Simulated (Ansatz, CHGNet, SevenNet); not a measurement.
Fluorite PbF2 (high-temperature phase): properties by level of theory

Reference values: elastic constant C11 96.1 ± 0.09 GPa (measured, room temperature, not corrected to a static lattice; as tabulated in Jamieson, Manghnani, Matsui, Ming, J. Geophys. Res. 91, 4643 (1986)); elastic constant C44 20.8 ± 0.01 GPa (measured, room temperature, no zero-point or thermal correction; as tabulated in Jamieson, Manghnani, Matsui, Ming, J. Geophys. Res. 91, 4643 (1986)).

```tsv
level (code)	elastic constant C11 (GPa)	elastic constant C44 (GPa)	polycrystal shear modulus (GPa)
CHGNet 0.3.0 (CHGNet)	90.2	17.4	17.2
SevenNet-l3i5 (SevenNet)	98.8	20.6	23.8
HSE06 (Ansatz)	110	22.6	24.8
LC-ωPBE (Ansatz)	112	23.5	25.6
r²SCANh (Ansatz)	115	23.9	25.3
```

Differences from the reference values (errors of the level alone only where the reference is corrected to a static lattice):

```json
[
 {"level": "CHGNet 0.3.0", "elastic constant C11 (%)": "-6.1", "elastic constant C44 (%)": "-16.3"},
 {"level": "SevenNet-l3i5", "elastic constant C11 (%)": "+2.8", "elastic constant C44 (%)": "-1.0"},
 {"level": "HSE06", "elastic constant C11 (%)": "+14.5", "elastic constant C44 (%)": "+8.7"},
 {"level": "LC-ωPBE", "elastic constant C11 (%)": "+16.5", "elastic constant C44 (%)": "+13.0"},
 {"level": "r²SCANh", "elastic constant C11 (%)": "+19.7", "elastic constant C44 (%)": "+14.9"}
]
```

Nearest: elastic constant C11, not ranked (reference at room or unstated temperature); elastic constant C44, not ranked (reference at room or unstated temperature).

Machine-learned potentials (CHGNet 0.3.0, SevenNet-l3i5) are trained on DFT data, which may include these solids.

Ansatz's density-functional and Hartree–Fock values are scalar-relativistic unless marked +SOC, with PAW data made under PBE.

Unless a cell is named, each level is at its own relaxed cell (CHGNet 0.3.0 18.02, SevenNet-l3i5 18.01, HSE06 17.58, LC-ωPBE 17.49, r²SCANh 17.22 Å³/atom).

Differences are worked out from the printed values.

Computed values are for the static lattice.

Ansatz is a program for electronic structure.
